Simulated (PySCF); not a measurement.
PySCF 2.14.0, unrestricted PBE0/def2-svp, df: Cu(Cl)(NMe2) (C[N](C)[Cu][Cl]), charge 0, multiplicity 2, 11 atoms. The geometry is a generated start, not checked to be a minimum at this level.

```
Quantity                      Result
-------------------  ---------------
task                          energy
method                          pbe0
basis                       def2-svp
two-electron scheme  density fitting
mol.max_memory               3000 MB
mf.max_cycle                     100
mf.conv_tol          1e-09 (default)
mf.grids.level           3 (default)
basis functions                  121
grid points                   140512
```

```xyz
11

Cu    -0.1080     1.9608    -0.2921
Cl    -0.1397     3.9945    -0.4664
N     -0.0624     0.1719    -0.1075
C     -0.9896    -0.5670     0.7009
C      1.0277    -0.6443    -0.5687
H     -1.2052    -1.5443     0.2509
H     -0.5616    -0.7558     1.6970
H     -1.9188    -0.0147     0.8289
H      1.7373    -0.8346     0.2487
H      0.6596    -1.6184    -0.9139
H      1.5606    -0.1482    -1.3777
```

Charge 0 and multiplicity 2 are set for this test and not shown to be the ground state.

With the defaults (mf.init_guess = minao, mf.DIIS = CDIIS, mf.diis = true, mf.diis_space = 8, mf.level_shift = 0) it converges in 16 Fock builds. One run each on 2 threads, 1 BLAS thread, with these changes:
- mf.init_guess = atom
- mf.init_guess = sap
- mf.diis = false
- mf.diis_space = 3
- mf.level_shift = 1 Hartree
- mf.DIIS = ADIIS
- mf.DIIS = EDIIS
- mf.init_guess = 1e
- mf.diis_space = 5

Which of these changes keep the SCF from converging, or lead it to another solution?

No convergence: mf.init_guess = 1e; mf.DIIS = EDIIS; mf.diis = false (the run ends without SCF convergence in 100 cycles). The rest reach the solution of the defaults.

```
setting                     Fock builds             end
--------------------------  -----------  --------------
the defaults                         16   same solution
mf.diis_space = 5                    17   same solution
mf.init_guess = atom                 20   same solution
mf.init_guess = sap                  22   same solution
mf.diis_space = 3                    23   same solution
mf.DIIS = ADIIS                      28   same solution
mf.level_shift = 1 Hartree           78   same solution
mf.init_guess = 1e                  101  no convergence
mf.DIIS = EDIIS                     101  no convergence
mf.diis = false                     101  no convergence
```
